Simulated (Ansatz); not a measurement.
## Cubic perovskite EuTiO3

Level of theory: BLYP (Ansatz, a program for electronic structure, PAW).

Run with plane-wave cutoff 520 eV, 14×14×14 k mesh, Fermi–Dirac smearing 0.05 eV, spin-polarised with parallel moments, scalar-relativistic PAW data made under PBE.

Cell (relaxed at this level):

```cif
data_EuO3Ti
_chemical_formula_sum 'Eu1 Ti1 O3'
_space_group_name_H-M_alt 'P 1'
_space_group_IT_number 1
_cell_length_a 3.96588
_cell_length_b 3.96588
_cell_length_c 3.96588
_cell_angle_alpha 90.000
_cell_angle_beta 90.000
_cell_angle_gamma 90.000
loop_
_space_group_symop_operation_xyz
  'x, y, z'
loop_
_atom_site_label
_atom_site_type_symbol
_atom_site_fract_x
_atom_site_fract_y
_atom_site_fract_z
_atom_site_occupancy
Eu1 Eu 0.00000 0.00000 0.00000 1
Ti1 Ti 0.50000 0.50000 0.50000 1
O1 O 0.50000 0.00000 0.50000 1
O2 O 0.00000 0.50000 0.50000 1
O3 O 0.50000 0.50000 0.00000 1
```
Starting moments (μB, in the order of the record's atoms Eu Ti O O O): 7.0 0.0 0.0 0.0 0.0.

| Quantity | Value |
|---|---|
| bulk modulus | 166 GPa |
| pressure derivative B′ of the bulk modulus | 4.4 |

Note: the magnetic order was assumed, not searched for or taken from measurement; the 4f shell is treated without U or exact exchange, so its levels and filling can be wrong; functionals without U or exact exchange can leave correlated insulators metallic, so the missing gap need not be real.

Spin–orbit coupling is not included; it can open a gap where bands touch, and shift volumes and moduli.
